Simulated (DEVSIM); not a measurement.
Structure: abrupt Ge n-p junction, at 300 K.

Layer 1 from the left is Ge, thickness (μm) 0.700, Nd (cm⁻³) 4.4e15, τn (s) 7.3e-6, τp (s) 7.3e-6. Layer 2 from the left is Ge, thickness (μm) 1.60, Na (cm⁻³) 6e16, τn (s) 7.3e-6, τp (s) 7.3e-6.

Left contact: ohmic. Right contact: ohmic. Voltage is applied to the left contact. Recombination: SRH at mid-gap, radiative, Auger. Mobility is constant in doping.

The device is made up for the run: typed textbook-type constants, with dimensions and the other settings drawn at random. Values at 300 K.

Ge: gap (eV) 0.664, affinity (eV) 4, permittivity 16, Nc (cm⁻³) 1.04e19, Nv (cm⁻³) 6e18, μn (cm²/Vs) 3900, μp (cm²/Vs) 1900, B (cm³/s) 6.4e-14, Cn (cm⁶/s) 1e-31, Cp (cm⁶/s) 1e-31.

DEVSIM, 1D drift-diffusion, Boltzmann statistics, complete ionisation; no tunnelling, impact ionisation, image-force lowering or self-heating.

Q: What does the simulation give for the potential step across the device at zero bias, the largest field in the device at zero bias, the dark forward voltage at 100 A/cm²?

A: potential step across the device at zero bias 0.344 V; largest field in the device at zero bias 18000 V/cm; dark forward voltage at 100 A/cm² 0.232 V.
